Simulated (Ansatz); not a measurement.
Partial pair distribution functions of a relaxed model of amorphous Si$_{20}$O$_{32}$C$_{6}$H$_{16}$, broadened by 0.06 Å; density 1.80 g/cm³. All values below come from PBE, scalar-relativistic without spin-orbit coupling (plane waves to 420 eV, PAW; Ansatz, a quantum-chemistry and plane-wave program).

It comes from a melt-quench run on a machine-learned potential (CHGNet), relaxed afterwards by DFT. O atoms were pushed apart under 1.9 Å during the dynamics, to hinder bonds among them. The hot cell started wider than the set density and was brought back towards it in steps. It is the lowest in DFT energy of 2 quenches. It is a model cell: composition and starting density were chosen by hand, and all elements were melted together. No dispersion term was used. Its density started from a set value of 1.80 and ended at 1.80 g/cm³. Cooling (nominally 420 K/ps over its main leg) ran many orders faster than in experiment, which tends to leave more defects and strain. A cell of this size samples the disorder only roughly. The volume was held where the preparation left it and the shape relaxed, at a PBE pressure of 0.5 GPa. Stress components on the final sampling reach 0.5 GPa.

```csv
r (Å),g Si-O,g Si-C,g Si-Si,g O-O
1.40,0.02,0.00,0.00,0.00
1.50,1.55,0.00,0.00,0.00
1.60,13.14,0.00,0.00,0.00
1.70,11.15,0.18,0.00,0.00
1.80,2.14,4.16,0.00,0.00
1.90,0.25,9.34,0.00,0.00
2.00,0.01,3.66,0.00,0.00
2.10,0.00,0.36,0.00,0.00
2.20,0.00,0.00,0.09,0.00
2.30,0.00,0.00,0.96,0.06
2.40,0.00,0.00,1.07,0.29
2.50,0.00,0.00,0.23,1.02
2.60,0.03,0.09,0.41,4.32
2.70,0.14,0.77,0.50,5.93
2.80,0.19,0.97,1.13,2.99
2.90,0.52,1.02,2.97,1.17
3.00,0.54,0.90,4.57,0.75
3.10,0.71,0.74,2.55,0.81
3.20,1.05,1.01,1.52,0.44
3.30,1.52,0.68,0.43,0.44
3.40,1.27,0.64,0.42,0.56
3.50,1.01,0.54,0.07,0.46
3.60,0.76,1.47,0.09,0.43
3.70,1.07,1.41,0.64,0.61
3.80,1.19,1.80,0.81,0.67
3.90,1.16,1.41,0.37,0.76
4.00,0.95,1.03,0.46,0.75
4.10,1.33,1.40,0.76,0.71
4.20,1.38,0.59,0.63,0.60
4.30,1.11,0.87,0.58,0.57
4.40,0.96,1.63,1.06,0.60
4.50,0.90,2.14,0.90,0.86
4.60,0.91,1.52,1.13,0.96
4.70,0.85,1.24,1.27,1.52
4.80,0.88,0.84,0.95,1.80
4.90,0.93,0.55,0.97,1.42
```

Within 2.00 Å each Si has 2.90 O neighbours on average.
